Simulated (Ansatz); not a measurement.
Base system: Pd in the fcc (Cu type) structure (space group Fm-3m, No. 225; a = 3.878 Å; relaxed with 0.1 eV smearing). Axes: x, y, z lie along the cube axes.

Structures relaxed with PBEsol/PAW in Ansatz (a program for electronic structure), no spin-orbit coupling.

Base:

Simulated powder pattern, Cu Kα1, λ = 1.54056 Å (kinematic, ideal powder, no thermal factors, no anomalous dispersion; the 10 strongest lines at most, above 2 %, up to 2θ = 90°):

```tsv
2θ (°)	I/Imax (%)	hkl
40.25	100	(111)
46.82	48	(200)
68.37	29	(220)
82.42	34	(311)
86.96	10	(222)
```

After one change:

Simulated powder pattern, Cu Kα1, λ = 1.54056 Å (kinematic, ideal powder, no thermal factors, no anomalous dispersion; the 10 strongest lines at most, above 2 %, up to 2θ = 90°):

```tsv
2θ (°)	I/Imax (%)
39.86	100
40.66	94
46.83	92
67.27	9.8
68.38	37
81.66	23
82.17	11
82.69	11
83.23	22
85.95	10
```

### Question
Name the change that was made.
(A) tensor shear ε_xy = +2.00 %
(B) tensor shear ε_xy = +0.86 %
(C) tensor shear ε_xy = +1.43 %
(D) tensor shear ε_xy = +1.14 %

### Answer
C, tensor shear ε_xy = +1.43 %. Its volume per atom is 14.57 Å³ against 14.58 Å³, and its space group is Immm (No. 71).

The cells carry an imposed strain or load. Stability against distortions was not tested. All final runs are without spin polarisation.
